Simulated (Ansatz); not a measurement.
Take GaN in the zinc blende structure (space group F-43m, No. 216) as the base.

GaN is modelled in the cubic space group F-43m (No. 216), the zinc blende structure, Pearson symbol cF8. Conventional cell: a = b = c = 4.5485 Å, α = β = γ = 90.00°. N on 4c sees 4 Ga at 1.970 Å (tetrahedral). Ga on 4a sees 4 N at 1.970 Å (tetrahedral). (Neighbours: up to the widest gap in distance over summed covalent radii, below 1.35, at either atom; cation-cation and far metal-metal contacts left out.)
(The calculation used a cell of 2 atoms; values per cell refer to that cell.)

Levels (all Ansatz, a first-principles code, PAW): PBE (420 eV, spin-orbit coupling left out); r2SCAN (500 eV, no spin-orbit coupling).

The geometry is relaxed with PBE.

PBE band gap: 1.54 eV
PBE hole mass: 0.14, 0.90, 0.90 mₑ (at Γ)
PBE gap character: direct at Γ

With r2SCAN at the same geometry, the band gap goes up by 0.40 eV, from 1.54 eV to 1.94 eV; the hole mass (degenerate bands, along [100]) becomes 0.16, 0.87, 0.87 mₑ (at Γ) (PBE: 0.14, 0.90, 0.90 mₑ (at Γ)); the gap character remains direct at Γ.

Single points use the geometry relaxed with PBE. Effective masses come from finite differences of ±0.01 Å⁻¹. Stability against distortions was not tested. This is not the structure that GaN has at room temperature and ambient pressure.
